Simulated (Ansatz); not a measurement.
Start from Mg3SiO in the anti-perovskite structure (space group Pm-3m, No. 221; a hypothetical phase, not in the database extracts checked).

```xyz
5
Lattice="4.1898 0.0000 0.0000 0.0000 4.1898 0.0000 0.0000 0.0000 4.1898" Properties=species:S:1:pos:R:3 pbc="T T T"
Mg     0.0000     2.0949     2.0949
Mg     2.0949     0.0000     2.0949
Mg     2.0949     2.0949     0.0000
Si     0.0000     0.0000     0.0000
O      2.0949     2.0949     2.0949
```

Cartesian axes are those of the cell as printed.

Method: plane-wave PAW DFT at the PBEsol level (Ansatz, an electronic-structure program, 420 eV), spin-orbit coupling left out.

For the base:

```
Property                         Value
-----------------------------  -------
Pressure                       0.0 GPa
Shortest interatomic distance  2.095 Å
Band gap                          zero
```

Modification: the cell is compressed by 1.01 % along x with no lateral relaxation; the atoms relax in the strained cell.

Task: What happens to the pressure, shortest interatomic distance, energy relative to the base and band gap?

Result: The pressure (mean of the normal stresses, compression positive) goes from zero to 0.9 GPa; the shortest interatomic distance decreases by 0.021 Å (2.095 Å → 2.074 Å); the energy goes up by 0.8 meV/atom; the band gap is still zero.

Whether these cells are dynamically stable was not tested. All final runs are without spin polarisation. A zero or small gap of Mg3SiO can be the functional's error rather than a property of the material.
